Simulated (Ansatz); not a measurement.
BeS (F-43m) under uniaxial stress along [111] (compression positive): hole conductivity mass by PBEsol with spin-orbit coupling, rigid bands (plane waves, PAW; Ansatz, a quantum-chemistry and plane-wave program). The unloaded cell, whose axes the loads refer to:

```xyz
2
Lattice="0.0000 2.4189 2.4189 2.4189 0.0000 2.4189 2.4189 2.4189 0.0000" Properties=species:S:1:pos:R:3 pbc="T T T"
Be     0.0000     0.0000     0.0000
S      3.6284     3.6284     3.6284
```

```json
[
 {"uniaxial stress along [111] (compression positive) (GPa)": "-2", "volume per atom (Å³)": "14.25", "hole conductivity mass (mₑ)": "?"},
 {"uniaxial stress along [111] (compression positive) (GPa)": "-1", "volume per atom (Å³)": "14.20", "hole conductivity mass (mₑ)": "0.759"},
 {"uniaxial stress along [111] (compression positive) (GPa)": "0", "volume per atom (Å³)": "14.15", "hole conductivity mass (mₑ)": "0.764"},
 {"uniaxial stress along [111] (compression positive) (GPa)": "1", "volume per atom (Å³)": "14.11", "hole conductivity mass (mₑ)": "0.718"},
 {"uniaxial stress along [111] (compression positive) (GPa)": "2", "volume per atom (Å³)": "14.06", "hole conductivity mass (mₑ)": "0.631"}
]
```

**Question.** Fit a straight line to ln(hole conductivity mass) against the load over the rows given, and predict the row at -2 GPa.

**Answer.** The means are x̄ = 0.500 GPa and ȳ = -0.3342; Σ(x − x̄)(y − ȳ) = -0.3081 and Σ(x − x̄)² = 5.000, so the slope is -6.16 % per GPa, and the rows given lie within 3.4 % of the line. At -2 GPa the line gives 0.835 mₑ; the calculation gives 0.734 mₑ, 14 % from it, so the trend bends or changes character over this range.

Masses are for dilute carriers at 300 K, harmonic means over directions unless an axis is named. Stresses and pressures are the targets of the relaxation. The structure type is held at every load. Geometry: cell and atoms relaxed with PBEsol.
